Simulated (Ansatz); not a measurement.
MgB3N3 (model structure, within 0.1 Å of P6₃22, No. 182, 14 atoms in the cell)

The numbers are results of r²SCAN (Ansatz, an electronic-structure program, plane waves, PAW), not measurements.

Numerical settings: plane-wave cutoff 560 eV, 14×14×4 k mesh (along the axes of the cell as run), Fermi–Dirac smearing 0.05 eV, scalar-relativistic PAW data made under PBE.

Cell (relaxed with PBEsol):

Space group C2 (No. 5); a = 7.4956 Å, b = 4.3276 Å, c = 14.2359 Å, α = γ = 90.00°, β = 90.15°

```tsv
atom	site	symmetry	x	y	z
B	2a	2	0.0000	0.0012	0.0000
N	2a	2	0.0000	0.3346	0.0000
N	2b	2	0.5000	0.5011	0.5000
B	2b	2	0.5000	0.8344	0.5000
B	4c	1	0.3333	0.0013	0.0000
N	4c	1	0.3333	0.3346	0.0000
N	4c	1	0.3333	0.0011	0.5000
B	4c	1	0.3333	0.3344	0.5000
Mg	4c	1	0.1666	0.1680	0.7502
```
(The calculation used a cell of 14 atoms; values per cell refer to that cell.)

```yaml
band_gap: 0.47 eV (on the SCF k mesh)
direct gap at Γ: 3.42 eV
```

Note: cell and atoms aren't relaxed at this level (pressure -0.3 GPa); the cell has widely spaced layers and the level no dispersion term, so their spacing and the moduli can rest on weak binding.

A model structure was made by putting elements into a prototype or built by hand; it is no filed structure, need not be a known phase, and can be a saddle point held by its symmetry.
